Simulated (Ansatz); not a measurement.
Results of rVV10 (plane waves, PAW; Ansatz, a program for electronic structure) for 1T (CdI2-type) MnBr2.

Run with plane-wave cutoff 520 eV, 12×12×6 k mesh (along the axes of the cell as run), Fermi–Dirac smearing 0.01 eV, spin-polarised with parallel moments, scalar-relativistic PAW data made under PBE.

Energies at three volumes about the minimum:

```csv
V (Å³/atom),E − E_lowest (meV/atom)
26.355,0.72
26.893,0.00
27.431,0.77
```

Fit a parabola by hand: where is the minimum, and what is the bulk modulus?

Slopes: (0.00 − 0.72)/(26.893 − 26.355) = -1.338 and (0.77 − 0.00)/(27.431 − 26.893) = 1.431 meV/Å³. Curvature E″ = 2 × (1.431 − (-1.338))/(27.431 − 26.355) = 5.147 meV/Å⁶. From the middle of the first interval, the slope vanishes at V0 = 26.6240 − (-1.338)/5.147 = 26.884 Å³/atom. B = V0 E″ = 26.884 × 5.147 meV/Å³ × 0.1602 GPa per meV/Å³ = 22.2 GPa. The full Birch–Murnaghan fit to all volumes gives V0 = 26.865 Å³/atom and B0 = 22.4 GPa.

Shape and atoms are relaxed at each volume.

Note: the magnetic order was assumed, not searched for or taken from measurement; the bulk modulus comes from volumes at which shape and atoms were relaxed.
